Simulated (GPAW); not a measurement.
Band structure of Al₂Pt (Fm-3m, 3 atoms in the cell).

```
CELL_PARAMETERS angstrom
      0.00000     2.98486     2.98486
      2.98486     0.00000     2.98486
      2.98486     2.98486     0.00000
ATOMIC_POSITIONS crystal
  Al 0.25000 0.25000 0.25000
  Al 0.75000 0.75000 0.75000
  Pt 0.00000 0.00000 0.00000
```

Computed with PBE, GPAW PAW datasets PBE (gpaw-data 1.0.1) (plane waves; GPAW 25.7.0).

Settings: mode = pw; ecut = 600 eV; xc = PBE; kpts = 7 7 7; mesh shift (steps) = 0 0 0; occupations.name = methfessel-paxton; occupations.width = 0.136 eV; occupations.order = 0; nbands = -11; convergence.density = 1e-05 e/electron; symmetry.symmorphic = false; symmetry.tolerance = 0.0005; maxiter = 100; bandpath_npoints = 40.

The starting cell comes from a database of computed structures (which also holds hypothetical and non-ambient phases and stackings), without a prior relaxation at this level. Its lattice was rescaled by a random factor within 2.5 % of one. Spin-orbit coupling is off. Spin polarisation is off.

Levels in eV from the Fermi level, bands 8 to 15:
| point | 8 | 9 | 10 | 11 | 12 | 13 | 14 | 15 |
|---|---|---|---|---|---|---|---|---|
| Γ | -3.58 | -3.58 | 2.76 | 3.83 | 3.83 | 3.83 | 5.23 | 5.23 |
| X | -3.65 | -3.29 | -3.12 | -1.53 | -1.53 | 2.92 | 3.34 | 8.09 |
| W | -3.65 | -3.16 | -2.70 | -2.70 | -0.87 | 5.07 | 5.07 | 6.15 |
| K | -3.82 | -3.53 | -2.96 | -1.96 | -0.57 | 3.17 | 5.34 | 6.70 |
| L | -3.57 | -3.37 | -3.37 | 1.04 | 1.04 | 3.73 | 5.01 | 5.01 |
| U | -3.82 | -3.53 | -2.96 | -1.96 | -0.57 | 3.17 | 5.34 | 6.70 |

Bands cross the Fermi level along this path, so the cell is metallic at this level.
